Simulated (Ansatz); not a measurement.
Abridged Ansatz (an electronic-structure program) output:

```
Pseudopotential: W, paw, valence charge 14
Pseudopotential: Si, paw, valence charge 4
Crystal: 3 atoms, lattice volume = 40.273 Å³
Basis set: ecut = 500 eV, 1023 PW (Γ), exchange–correlation on 144×144×144 points (64 copies of the dense FFT grid, shifted against one another)
Bands: 15, of which v1, the nominal top of the filled ones, is band 11 counted from 1 (10 counted from 0)
Symmetry: 16 space group operations
k-points: 641 of 8000
Functional: x = r2scan, c = r2scan; τ floored in thin density (d = 2e-4 eV/Å³)
SCF iter   1: F=—  HF=-11677.248178 eV  |F-HF|=—  |Δ(HF+E_count)|=         —  Δρ=4.69e-2  dr2=7.80e-1  dr2_τ=4.57e-2  ethr=3.10e-3  ⟨swp⟩=6.0  Hψ=60208  notcnv=0
SCF iter   2: F=—  HF=-11677.315405 eV  |F-HF|=—  |Δ(HF+E_count)|=   6.72e-2  Δρ=2.85e-2  dr2=2.47e-1  dr2_τ=1.13e-2  ethr=3.10e-3  ⟨swp⟩=2.0  Hψ=17383  notcnv=0
SCF 1 converged in 9 iterations: F = -11677.316433 eV  dr2 = 2.49e-11
SCF converged after 9 iterations
Free energy (F): -11677.316433 eV
Internal energy: -11677.314947 eV  (E = F + TS)
E sigma→0 (E₀):  -11677.315690 eV
Entropy (-TS):   -0.001486 eV (-0.495 meV/atom)
Fermi energy:    16.694783 eV
--- Forces (eV/Å), atoms counted from 1 ---
  atom   1  W      0.00000000     0.00000000    -0.00000000
  atom   2  Si     0.00000000     0.00000000    -0.00000151
  atom   3  Si    -0.00000000    -0.00000000     0.00000151
--- Stress (GPa, compression-positive) ---
       -0.000409       0.000000      -0.000000
        0.000000      -0.000409       0.000000
        0.000000       0.000000       0.000492
  P = ⅓ Tr σ = -0.0001 GPa (-0.001 kbar)
```

**Question.** What was computed, and what are the main results?

**Answer.** WSi2, 3 atoms in the cell, with r2SCAN/PAW in Ansatz, no SOC, earlier PAW set. The last SCF converged to F = -11677.316433 eV, or -3892.4388 eV per atom, at a pressure of 0.00 GPa. The total energy compares only with runs of the same code, potentials and settings.

Stability against distortions was not tested. All final runs are without spin polarisation. The cell is WSi$_{2}$ (space group I4/mmm, No. 139).
